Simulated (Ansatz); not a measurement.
The starting structures come from a database of crystals and need not be the phases stable at ambient conditions.

Inside the gap of an insulator the Bloch states are evanescent, with a wavenumber k + iκ along the transport direction.

Given:

```yaml
crystal:
  lattice:
    - [7.08745, 0.00000, 0.00000]
    - [0.00000, 7.08745, 0.00000]
    - [0.00000, 0.00000, 7.08745]
  atoms:
    - { symbol: Mg, position: [0.00000, 0.00000, 0.00000] }
    - { symbol: Mg, position: [0.50000, 0.00000, 0.50000] }
    - { symbol: Mg, position: [0.50000, 0.50000, 0.00000] }
    - { symbol: Mg, position: [0.00000, 0.50000, 0.50000] }
    - { symbol: Te, position: [0.61278, 0.61278, 0.38722] }
    - { symbol: Te, position: [0.38722, 0.38722, 0.61278] }
    - { symbol: Te, position: [0.88722, 0.38722, 0.88722] }
    - { symbol: Te, position: [0.11278, 0.61278, 0.11278] }
    - { symbol: Te, position: [0.11278, 0.88722, 0.61278] }
    - { symbol: Te, position: [0.88722, 0.11278, 0.38722] }
    - { symbol: Te, position: [0.38722, 0.11278, 0.11278] }
    - { symbol: Te, position: [0.61278, 0.88722, 0.88722] }
```

Space group of this cell: Pa-3. The cell is taken as given.

Transport runs along the normal of the first two printed cell vectors, the (001) plane of the conventional cell.

The gap is the functional's own. No spin-orbit coupling. Mid-gap values are interpolated on the energy grid.

Problem. State the band gap and the smallest decay constant κ at mid-gap according to r2SCAN (Ansatz, an electronic-structure program).

Solution. Gap 1.39 eV on a 4×4×4 mesh; κ = 0.185 1/Å, at (0.500, 0.000) of the in-plane reciprocal vectors. At the zone centre, at the nearest computed energy, the slowest state has κ = 0.21 1/Å.
